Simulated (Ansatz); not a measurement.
We consider SrZrO₃ (Imma, No. 74, 10 atoms in the cell; start mp-1080575; a measured phase of this formula has another space group), described by PBE0 in Ansatz (plane waves, PAW).

Numerical settings: plane-wave cutoff 460 eV, 6×6×6 k mesh, Fermi–Dirac smearing 0.01 eV, scalar-relativistic PAW data made under PBE.

Cell (relaxed with PBEsol):

```yaml
crystal:
  lattice:
    - [-2.89776, 4.06734, 2.90674]
    - [2.89776, -4.06734, 2.90674]
    - [2.89776, 4.06734, -2.90674]
  atoms:
    - { symbol: Sr, position: [0.23813, 0.48813, 0.75000] }
    - { symbol: Sr, position: [0.76187, 0.51187, 0.25000] }
    - { symbol: Zr, position: [0.50000, 0.00000, 0.50000] }
    - { symbol: Zr, position: [0.00000, 0.00000, 0.00000] }
    - { symbol: O, position: [0.66467, 0.91467, 0.75000] }
    - { symbol: O, position: [0.33533, 0.08533, 0.25000] }
    - { symbol: O, position: [0.20280, 0.50000, 0.20280] }
    - { symbol: O, position: [0.79720, 0.50000, 0.79720] }
    - { symbol: O, position: [0.79720, 0.00000, 0.29720] }
    - { symbol: O, position: [0.20280, 0.00000, 0.70280] }
```

**Question.** Give the computed band gap and smallest direct gap on the k points sampled.

**Answer.** 
- band gap = 5.95 eV (on the SCF k mesh)
- smallest direct gap on the k points sampled = 6.09 eV

Note: cell and atoms aren't relaxed at this level (pressure 1.2 GPa).

Spin–orbit coupling is not included.

Computed values are for the static lattice.

Cost on a shared machine: about 14 core-minutes (a rough figure).

A start named mp-… is a Materials Project structure, which need not be a measured phase.

Ansatz is a first-principles code.
